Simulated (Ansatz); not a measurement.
Start from PbO (space group P4/nmm, No. 129; a = 4.0342 Å, c = 4.9937 Å; layered, stacked along the Cartesian z axis).

Method: PBE-D3(BJ), PAW, 420 eV (Ansatz, a quantum-chemistry and plane-wave program; no spin-orbit coupling).

For the base:

The pressure comes out as 0.01 GPa.

Now apply this change: an isotropic linear strain of +0.60 %; the atoms relax in the strained cell.

**Question.** How does this affect the largest internal atomic displacement?

**Answer.** The largest internal atomic displacement is 0.015 Å.

**Question.** What happens to the energy relative to the base?

**Answer.** The energy rises by 0.7 meV/atom.

**Question.** Predict the new pressure.

**Answer.** The pressure (mean of the normal stresses, compression positive) shrinks by 0.64 GPa to -0.63 GPa.

Whether these cells are dynamically stable was not tested. The D3 term's C6 switches between coordination references near this geometry, which can add small steps to energies.
